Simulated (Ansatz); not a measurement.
# Defect calculation: V_Si+As_Si in silicon

These are PBE, PAW (plane waves to 420 eV; Ansatz, a program for electronic structure) values and carry that method's errors. A 2×2×2 supercell of 64 sites was used; the energies come from a 2×2×2 shifted sampling of its zone. Sites at the start: the Si site; Si 2.37 Å away. Charged cells carry a point-charge image correction with potential alignment at far atoms. Dielectric constants: PBE linear response of the host. Host gap at this level: 0.61 eV. These values are not converged in cell size to better than tenths of an eV. Levels are measured in PBE's own, too narrow, gap. Spin–orbit coupling is left out. Each state is the lowest found from its start.

Formation energies E_f are given with the Fermi level at the valence-band maximum. Chemical conditions: impurity bounded by its compound with the host (Δμ(Si) = 0.00 eV, Δμ(As) = -0.13 eV, bounded by SiAs2 (Pbam); only phases computed here count, gases as isolated molecules at 0 K). Reference phases: As: rhombohedral As, Si: silicon.

| charge | moment (μB) | point group | largest move off a lattice site (Å) | image correction with alignment (eV) | E_f, impurity bounded by its compound with the host (eV) | above the lowest spin state (eV) |
|---|---|---|---|---|---|---|
| +1† | not spin-polarised | – | 0.18 | -0.03 | – | 0.00 |
| 0† | fractional | – | 0.22 | 0.00 | 2.82 | 0.00 |
| 0† | fractional | – | 0.22 | 0.00 | 2.82 | 0.00 |
| −1† | fractional | – | 0.34 | 0.24 | – | 0.00 |
| −1 | not spin-polarised | Cs | 0.38 | 0.24 | 3.27 | 0.01 |
| −2† | 1.0 | – | 0.35 | 0.68 | – | 0.00 |

† Not settled in this cell, so no level is given: charge +1: no spin-polarised start tried, level within 0.1 eV of a band edge or past it; charge 0: fractional moment, a level filled in part; charge −1: fractional moment, a level filled in part, carriers not clearly localised; charge −2: a level filled in part, carriers not clearly localised, level within 0.1 eV of a band edge or past it.

Point groups are those of the whole cell at tolerances of 0.03 and 0.1 Å ("near" where only the looser one holds); none is given for unsettled states.

Starting moments that weren't kept: charge 0 began with 3 μB and ended with 0.5; charge 0 began with 1 μB and ended with 0.5; charge −1 began with 2 μB and ended with 0.5.

All states together cost around 2.5 core-hours (rough).
